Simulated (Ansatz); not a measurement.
System: cubic perovskite BaHfO3. Method: r²SCAN+rVV10 in Ansatz (plane waves, PAW).

Run with plane-wave cutoff 560 eV, 8×8×8 k mesh, Fermi–Dirac smearing 0.01 eV, scalar-relativistic PAW data made under PBE.

Properties against volume:

```csv
V (Å³/atom),P (GPa),direct gap at Γ (eV)
13.583,12.42,4.325
13.872,7.83,4.323
14.161,3.71,4.315
14.450,0.00,4.303
14.739,-3.33,4.287
15.028,-6.32,4.268
15.317,-9.00,4.245
```

The fundamental gap (4.19 eV at the equilibrium volume, with added k points) lies elsewhere than Γ–Γ.

Spin–orbit coupling is not included.

Ansatz is an electronic-structure program.
